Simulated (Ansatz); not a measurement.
The reference is AlRu in the CsCl type structure (space group Pm-3m, No. 221; a = 2.983 Å; relaxed with 0.1 eV smearing). Axes: x, y, z lie along the cube axes.

Calculations: r2SCAN (Ansatz, an electronic-structure program, PAW, spin-orbit coupling left out).

For the base:

Pressure: 0.0 GPa

One thing is altered: uniaxial strain ε_zz = +2.11 %, all other strain components held at zero, atoms relaxed at fixed cell.

Task: Predict the new pressure and energy relative to the base.

Result: The pressure (mean of the normal stresses, compression positive) goes from zero to -4.3 GPa; the energy rises by 6.1 meV/atom.

Stability against distortions was not tested. The final runs are not spin-polarised.
